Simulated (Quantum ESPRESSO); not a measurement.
Quantum ESPRESSO run on La3Ag (P6_3/mmc, 8 atoms in the cell): self-consistent single point.

Level of theory: LDA (PZ), GBRV 1.5 ultrasoft (LDA) pseudopotentials (plane waves; Quantum ESPRESSO).

The change in words: lattice scaled by 0.98. Reference geometry:
```
CELL_PARAMETERS angstrom
      7.33244     0.00000     0.00000
     -3.66622     6.35008     0.00000
      0.00000     0.00000     5.48761
ATOMIC_POSITIONS crystal
  La 0.35371 0.17686 0.75000
  La 0.64629 0.82315 0.25000
  La 0.17686 0.35371 0.25000
  La 0.82315 0.64629 0.75000
  La 0.82315 0.17686 0.75000
  La 0.17686 0.82315 0.25000
  Ag 0.66667 0.33333 0.25000
  Ag 0.33333 0.66667 0.75000
```

Reference input (self-consistent single point, DFT, LDA (PZ), plane waves, GBRV 1.5 ultrasoft (LDA) pseudopotentials): ecutwfc = 40 Ry; ecutrho = 320 Ry; occupations = smearing; smearing = gaussian; degauss = 0.0073499 Ry; potentials = {La: la_lda_v1.uspp.F.UPF, Ag: ag_lda_v1.4.uspp.F.UPF}; K_POINTS = automatic 3 3 4 0 0 0; conv_thr = 1e-10 Ry. This run's input differs from it in these lines:

```diff
@@ -11,4 +11,4 @@
     ibrav = 4
-    A = 7.33244090
-    C = 5.48761100
+    A = 7.18579176
+    C = 5.37785900
     nat = 8
```

Output, abridged:

```
     Self-consistent Calculation

     iteration #  1     ecut=    40.00 Ry     beta= 0.70

---- Real-time Memory Report at c_bands before calling an iterative solver
          1444 MiB given to the printing process from OS
           169 MiB allocation reported by mallinfo(arena+hblkhd)
------------------

     negative rho (up, down):  3.594E-01 0.000E+00

     total energy              =   -1199.40600971 Ry
     estimated scf accuracy    <       7.05857738 Ry

     iteration #  2     ecut=    40.00 Ry     beta= 0.70

---- Real-time Memory Report at c_bands before calling an iterative solver
   [... lines left out ...]
          1574 MiB given to the printing process from OS
           229 MiB allocation reported by mallinfo(arena+hblkhd)
------------------

     negative rho (up, down):  3.585E-01 0.000E+00

     total energy              =   -1204.69107225 Ry
     estimated scf accuracy    <          2.1E-10 Ry

     iteration # 17     ecut=    40.00 Ry     beta= 0.70

---- Real-time Memory Report at c_bands before calling an iterative solver
          1574 MiB given to the printing process from OS
           229 MiB allocation reported by mallinfo(arena+hblkhd)
------------------

     negative rho (up, down):  3.585E-01 0.000E+00
     End of self-consistent calculation

     the Fermi energy is    12.6128 ev

!    total energy              =   -1204.69107225 Ry
     estimated scf accuracy    <          4.5E-11 Ry
     smearing contrib. (-TS)   =      -0.00404112 Ry
     internal energy E=F+TS    =   -1204.68703112 Ry

     convergence has been achieved in  17 iterations

     negative rho (up, down):  3.585E-01 0.000E+00

     Forces acting on atoms (cartesian axes, Ry/au):

     atom    1 type  1   force =     0.00426294    0.00246121    0.00000000
     atom    2 type  1   force =    -0.00426294   -0.00246121   -0.00000000
     atom    3 type  1   force =     0.00000000    0.00492242    0.00000000
     atom    4 type  1   force =    -0.00000000   -0.00492242   -0.00000000
     atom    5 type  1   force =    -0.00426294    0.00246121    0.00000000
   [... lines left out ...]
     Total force =     0.012057     Total SCF correction =     0.000015
   [... lines left out ...]

     negative rho (up, down):  3.585E-01 0.000E+00
          total   stress  (Ry/bohr**3)                   (kbar)     P=      -32.42
  -0.00020040   0.00000000  -0.00000000          -29.48        0.00       -0.00
   0.00000000  -0.00020040   0.00000000            0.00      -29.48        0.00
   0.00000000   0.00000000  -0.00026042            0.00        0.00      -38.31

   JOB DONE.
```

The run converged in 17 iterations. Against the reference run the free energy drops by 46.1 meV/atom, the pressure goes from -5.09 to -3.24 GPa and the largest force moves little (0.126 to 0.127 eV/Å).

The starting cell comes from a database of computed structures (which also holds hypothetical and non-ambient phases and stackings), without a prior relaxation at this level. Its lattice was rescaled by a random factor within 2.5 % of one. For this run, on top of that: lattice scaled by 0.98. With a pressure of about -3 GPa the cell is away from its equilibrium volume at this level.

Cost on one core of a shared machine: roughly 7 min.
